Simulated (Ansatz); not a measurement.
Consider interstitial P in silicon with all lengths changed by +1 %, charge state +1. The step: one P atom jumps by itself; the atom moves 1.95 Å along (-0.25, 0.00, -0.25) of the unit cell; the moving atom starts with neighbours 6 Si at 2.40 Å and ends with 6 Si at 2.40 Å. DFT values are from Ansatz (plane-wave PAW, 420 eV unless said) in a cell of 64 host sites, spin-restricted, static, with no finite-size correction. The charge state is imposed; whether it is stable for some Fermi level was not computed. Sites that were not tried may lie lower. For the PBE band: the saddle point's order was not checked, and it lies on a symmetry element of the cell, where a band can be held.

| Level | Forward barrier (eV) | Cost of the band or of the saddle's single point |
|---|---|---|
| PBE, a 2×2×2 k-point mesh shifted by half a step, band relaxed | 0.65 | roughly 80 core-minutes |
| PBE, a 3×3×3 k-point mesh shifted by half a step, same geometries | 0.66 | very roughly 7 core-minutes |

Ansatz is an electronic-structure program.
